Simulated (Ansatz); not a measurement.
Consider ZnO in the wurtzite structure (space group P6_3mc, No. 186; a = 3.187 Å, c = 5.153 Å). Axes: x lies along a and z along c of the hexagonal cell.

Structures relaxed with Ansatz (an electronic-structure program) LDA, no SOC.

Base:

Simulated powder pattern, Cu Kα1, λ = 1.54056 Å (kinematic, ideal powder, no thermal factors, no anomalous dispersion; the 10 strongest lines at most, above 2 %, up to 2θ = 90°):

```tsv
2θ (°)	I/Imax (%)	hkl
32.41	51	(100)
34.79	39	(002)
36.92	100	(101)
48.28	22	(102)
57.82	34	(110)
63.77	33	(103)
67.86	4.9	(200)
69.28	28	(112)
70.60	15	(201)
78.58	4.7	(202)
```

Modification: tensile biaxial strain of 2.40 % in the plane normal to [001], as in epitaxy on a mismatched substrate; the out-of-plane cell vector and the atoms relax.

Task: Where do the lines fall after the change?

Result: 
Simulated powder pattern, Cu Kα1, λ = 1.54056 Å (kinematic, ideal powder, no thermal factors, no anomalous dispersion; the 10 strongest lines at most, above 2 %, up to 2θ = 90°):

```tsv
2θ (°)	d (Å)	I/Imax (%)	hkl
31.63	2.826	54	(100)
35.75	2.510	39	(002)
36.45	2.463	100	(101)
48.47	1.877	24	(102)
56.34	1.632	37	(110)
64.69	1.440	30	(103)
66.06	1.413	5.4	(200)
68.54	1.368	31	(112)
68.98	1.360	15	(201)
77.45	1.231	5.2	(202)
```

The indices refer to the base's conventional cell; one index is shown for lines that coincide.

No phonon test of stability was made.
